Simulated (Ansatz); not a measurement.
YS (Fm-3m), PBEsol, DFPT electron-phonon coupling, linearised Boltzmann equation (Ansatz, a first-principles code). Phonon-limited resistivity 19.6 μΩ·cm at 300 K, current-weighted mean free path 5.2 nm, Drude plasma energy 6.89 eV.

Q: Estimate the resistivity of a 40 nm square wire with diffuse walls from ρ ≈ ρ₀(1 + 3ℓ/4d).

A: 1 + 0.75 × 5.2/40 = 1.10, so ρ ≈ 21.5 μΩ·cm and a line 1 μm long has 134 Ω. The formula is the free-electron limit for d well above ℓ; grain boundaries add to it.

Q: What is the classical skin depth at 10 GHz (nonmagnetic, μ₀ = 1.257×10⁻⁶ H/m)?

A: δ = √(ρ/(π f μ₀)) = 2230 nm.

Q: What Drude relaxation time do resistivity and plasma energy imply?

A: ω_p = 1.05e16 s⁻¹, so τ = 1/(ε₀ ω_p² ρ) = 5.26 fs, a damping ħ/τ of 125 meV.

A metal at this level (no band gap). Only scattering by harmonic phonons is included (no impurities, grain boundaries, electron-electron scattering or thermal expansion). Spin-orbit coupling is left out. The squared frequency of the phonon mode least converged on the k mesh is uncertain by about 39 %. Halving the electron mesh (28x28x28) moves the resistivity by up to 5 % at 300 K, the mean free path by up to 2 %. Smearing 0.20 eV; phonons on a 4x4x4 q mesh, which this run doesn't test.

Formula and space group known from diffraction (Crystallography Open Database), not checked to be the room-temperature form: YS (Fm-3m).
